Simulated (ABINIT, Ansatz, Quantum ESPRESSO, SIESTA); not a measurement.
## Code comparison for GaN (F-43m, 2 atoms in the cell)

Self-consistent single point.

```yaml
crystal:
  lattice:
    - [0.00000, 2.26000, 2.26000]
    - [2.26000, 0.00000, 2.26000]
    - [2.26000, 2.26000, 0.00000]
  atoms:
    - { symbol: Ga, position: [0.00000, 0.00000, 0.00000] }
    - { symbol: N, position: [0.25000, 0.25000, 0.25000] }
```

Shared settings, as Ansatz (a program for electronic structure) writes them: kpoints.mp_grid.grid = 13 13 13; magnetization.spin_orbit = true; scf.occupations.method = fermi_dirac; scf.occupations.width = 0.01 eV. Potentials and cutoffs stand in the table.

| code | model | pressure (GPa) | gap on the mesh (eV) | cutoff |
|---|---|---|---|---|
| Quantum ESPRESSO | PBE, spin-orbit coupling, PseudoDojo fully relativistic norm-conserving (PBE) pseudopotentials | 3.65 | 1.698 | 85 Ry |
| SIESTA | GGA PBE with spin-orbit coupling, numerical atomic orbitals DZP, PseudoDojo PBE fully relativistic norm-conserving potentials (rewritten from UPF to PSML) | – | 1.745 | grid 350 Ry |
| ABINIT | PBE, spin-orbit coupling, PAW (JTH v2.0 PBE PAW) | 3.82 | 1.654 | 707 eV |
| Ansatz | PBE with spin-orbit coupling, default PAW files | 2.86 | 1.658 | default |

A dash marks a value that a program does not give, or that is left out as unsure.

Gaps are read on the mesh.

The spread over the programs that give each value: pressure within 0.96 GPa; gap on the mesh within 0.091 eV.

SIESTA uses small atom-centred bases, whose incompleteness enters pressures, forces and empty levels differently from a plane-wave cutoff. Ansatz's pressure is given at a fixed set of plane waves, as the other plane-wave codes print theirs; with its correction for the finite basis it is 3.37 GPa (the shift of 0.51 GPa shows how far the cutoff is from converged).

The starting cell has typed, rounded lattice constants, without a prior relaxation at this level.

Left out of this page: FLEUR (with a known weakness of the program).

Keys are those of Ansatz 0.2.
